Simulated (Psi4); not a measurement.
Psi4 1.11, TPSS/def2-tzvp: Zr(Cl)(OH)3 ([OH][Zr]([OH])([OH])[Cl]), 8 atoms. The geometry is a generated start, not checked to be a minimum at this level.

```
Item                                                 Result
--------------------------  -------------------------------
task                                                 energy
method                                                 tpss
basis                                             def2-tzvp
memory                                                 3 GB
maxiter                                                 100
keys of the molecule block                      symmetry c1
scf_type                                       df (default)
e_convergence                               1e-06 (default)
d_convergence                               1e-06 (default)
dft_radial_points                              75 (default)
dft_spherical_points                          302 (default)
effective core potentials   those of the basis set, past Kr
basis functions                                         188
grid points                                          174082
```

```xyz
8

Zr     0.1369     0.3024    -0.0318
Cl     2.0605     0.4588    -1.2388
O      0.6942    -0.3492     1.6279
H      0.7643    -1.2389     1.9904
O     -0.7076    -1.1548    -0.8468
H     -0.2492    -1.9632    -1.1209
O     -0.8811     1.8695    -0.1575
H     -1.8180     2.0754    -0.2226
```

Charge 0 and multiplicity 1 are set for this test and not shown to be the ground state.

With the defaults (diis = true, scf_initial_accelerator = adiis, damping_percentage = 0, guess = auto, which took SAD, level_shift = 0, level_shift_cutoff = 0.01, diis_max_vecs = 10) it converges in 11 SCF iterations. One run each on 2 threads, with these changes:
- level_shift = 0.5, level_shift_cutoff = 0.001
- guess = sap
- guess = sadno
- diis = false, scf_initial_accelerator = none, damping_percentage = 60
- damping_percentage = 20
- guess = modhuckel
- guess = core
- guess = huckel
- diis_max_vecs = 6

**Question.** Name the settings that don't reach the solution of the defaults.

**Answer.** No convergence: diis = false, scf_initial_accelerator = none, damping_percentage = 60 (the run ends without SCF convergence in 100 iterations). The rest reach the solution of the defaults.

```json
[
 {"setting": "level_shift = 0.5, level_shift_cutoff = 0.001", "SCF iterations": "10", "end": "same solution"},
 {"setting": "the defaults", "SCF iterations": "11", "end": "same solution"},
 {"setting": "guess = modhuckel", "SCF iterations": "11", "end": "same solution"},
 {"setting": "guess = sadno", "SCF iterations": "11", "end": "same solution"},
 {"setting": "guess = huckel", "SCF iterations": "12", "end": "same solution"},
 {"setting": "diis_max_vecs = 6", "SCF iterations": "12", "end": "same solution"},
 {"setting": "guess = sap", "SCF iterations": "15", "end": "same solution"},
 {"setting": "guess = core", "SCF iterations": "18", "end": "same solution"},
 {"setting": "damping_percentage = 20", "SCF iterations": "22", "end": "same solution"},
 {"setting": "diis = false, scf_initial_accelerator = none, damping_percentage = 60", "SCF iterations": "100", "end": "no convergence"}
]
```

1 further run of the study ended by our limits or in an error and is left out.
